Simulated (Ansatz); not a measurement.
## bcc Nb (0 0 1) on antifluorite Mg2Si (0 0 1) (film strained to the substrate, started from cuts of the bulks and a machine-learned relaxation; slabs Mg12Si5 and Nb12, which can lie off the formulas)

A periodic stack without vacuum, bcc Nb (0 0 1) on antifluorite Mg2Si (0 0 1) (film strained to the substrate, started from cuts of the bulks and a machine-learned relaxation; slabs Mg12Si5 and Nb12, which can lie off the formulas): substrate slab Mg12Si5, film Nb12, surface cells [[1, 0], [1, 1]] and [[-1, 1], [-1, -1]], film strained by -3.9 and -3.9 %, outermost planes Mg/Mg and Nb/Nb as cut, which need not be the usual terminations and can put a slab off its formula.

The start was prepared with a machine-learned potential, and the result is one local minimum, with the in-plane cell held and forces under 0.04 eV/Å; the film can end far from its bulk form.

All values below come from PBE (plane waves to 420 eV, PAW; Ansatz, an electronic-structure program). No spin–orbit coupling; the runs are not spin-polarised; PBE gaps are too small against experiment. Its k-point mesh 7×7×1, Fermi–Dirac width 0.05 eV.

| Quantity | Value |
|---|---|
| interface area | 20.3 Å² |
| period | 28.54 Å |
| heights between the nearest atoms of the two slabs at the two interfaces | 1.98 and 1.97 Å |
| Mg–Nb contacts across the interfaces within 1.22 times the sum of covalent radii | 16, mean 3.06 Å |
| estimate of the barrier | withheld, since the Fermi level falls at or inside a band of the host, which a slab this thin can't settle |

```xyz
29
Lattice="4.4994 -0.0004 -0.0291 -0.0001 4.4989 -0.1446 0.1834 -1.3226 28.5961" Properties=species:S:1:pos:R:3 pbc="T T T"
Mg     2.2333    -0.2203     4.1442
Mg     4.4846     2.0248     4.0563
Mg     4.4708     1.9533     0.8870
Mg     2.2268    -0.3081     0.9745
Mg     2.2637    -0.0386    10.5111
Mg     4.5146     2.2086    10.4232
Mg     4.4973     2.1164     7.2413
Mg     2.2486    -0.1355     7.3277
Mg     2.3199     0.1842    16.8679
Mg     4.5664     2.4483    16.7796
Mg     4.5364     2.3151    13.6070
Mg     2.2854     0.0696    13.6935
Si     4.4909    -0.1785     5.7193
Si     2.2279     1.9851     2.4657
Si     4.5245     0.0122    12.0864
Si     2.2565     2.1631     8.8445
Si     2.3006     2.3769    15.2263
Nb     0.1000     2.5797    20.5856
Nb     2.3493     0.3246    20.6351
Nb     0.0768     0.2812    19.0660
Nb     2.3432     2.4891    18.7767
Nb     0.1266     2.6994    24.0510
Nb     2.3754     0.4466    24.0759
Nb     0.1140     0.3884    22.2821
Nb     2.3630     2.6360    22.2359
Nb     0.1467     2.8207    27.2660
Nb     2.3899     0.5474    27.5276
Nb     0.1340     0.5055    25.7528
Nb     2.3851     2.7492    25.6693
```
